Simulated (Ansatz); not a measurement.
Start from Cd in the hcp (Mg type) structure (space group P6_3/mmc, No. 194; a = 3.029 Å, c = 5.759 Å; relaxed with 0.1 eV smearing).

All numbers come from PBE (Ansatz, an electronic-structure program, PAW, spin-orbit coupling left out).

Base values:

The pressure is 0.0 GPa and the band gap is zero.

One thing is altered: the cell is scaled by 0.9750 in all directions; the atoms relax in the strained cell.

Task: How does this affect the energy relative to the base?

Result: The energy rises by 20 meV/atom.

Task: How does this affect the pressure?

Result: The pressure (mean of the normal stresses, compression positive) goes from zero to 4.2 GPa.

Task: Estimate the effect on the band gap.

Result: The band gap is still zero.

No phonon test of stability was made.
